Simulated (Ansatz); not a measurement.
Defect migration in wurtzite GaN: interstitial Ga, charge state +3. Computed with PBE, PAW (plane waves to 420 eV; Ansatz, an electronic-structure program).

Cell of 192 host sites held at the relaxed PBE lattice; one k-point at (0.125, 0.250, 0.250); Fermi-Dirac width 0.01 eV, spin-restricted; finite-size errors left in. Energies are static. The charge state is imposed; whether it is stable for some Fermi level was not computed. Sites that were not tried may lie lower.

Barriers: single points on a 2×2×2 k-point mesh shifted by half a step along c at the bands' geometries.

The step: several atoms move together, Ga the farthest; the atom moves 1.86 Å along (0.64, 0.37, 0.10) of the unit cell; the moving atom starts with neighbours 3 Ga at 2.46; 3 N at 1.95 Å and ends with N at 1.85, 2 N at 1.96, N at 2.22 Å.

Problem. Predict the migration barrier of this step from PBE, PAW.

Solution. 0.69 eV forward and 0.56 eV backward. At the saddle the moving atom has neighbours Ga at 2.38; 2 N at 1.87, N at 1.93 Å. The saddle point's order was not checked.
